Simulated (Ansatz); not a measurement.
SiC: isotropic strain −0.60 %

Consider SiC in the wurtzite structure (space group P6_3mc, No. 186; a = 3.092 Å, c = 5.074 Å).

It is then changed as follows: an isotropic linear strain of −0.60 %, atoms relaxed at fixed cell.

Level of theory: PBE (Ansatz, a program for electronic structure, PAW, no spin-orbit coupling). k-mesh 12×12×7 (Γ-centred); smearing 0.05 eV (Fermi–Dirac).

| quantity | base | changed | shift |
|---|---|---|---|
| volume per atom | 10.50 Å³ | 10.31 Å³ | -0.19 Å³ |
| space group | P6_3mc (No. 186) | P6_3mc (No. 186) | – |
| shortest interatomic distance | 1.893 Å | 1.882 Å | -0.011 Å |
| energy relative to the base (free energy F) | 0 meV/atom | +2.3 meV/atom | +2.3 meV/atom |
| pressure (mean of the normal stresses, compression positive) | 0.00 GPa | 3.99 GPa | +3.99 GPa |
| band gap | 2.31 eV | 2.28 eV | -0.03 eV |
| gap character | indirect, Γ → K | indirect, Γ → K | – |
| smallest direct gap | 3.94 eV | 3.98 eV | +0.04 eV |
| mean gap deformation potential ΔEg/Δln V | – | +1.8 eV | – |
| electron mass | 0.27 mₑ along c, 0.44 mₑ across (at K) | 0.26 mₑ along c, 0.44 mₑ across (at K) | – |
| valence-band top at Γ (three highest levels, from the VBM) | 0.00, 0.00, -0.11 eV | 0.00, 0.00, -0.11 eV | – |

Final structure:

```xyz
4
Lattice="3.0734 0.0000 0.0000 -1.5367 2.6616 0.0000 0.0000 0.0000 5.0438" Properties=species:S:1:pos:R:3 pbc="T T T"
Si     0.0000     1.7744     5.0417
Si     1.5367     0.8872     2.5198
C      0.0000     1.7744     1.8936
C      1.5367     0.8872     4.4155
```

Masses are band curvatures over ±0.01 Å⁻¹ around the edge. Whether these cells are dynamically stable was not tested.
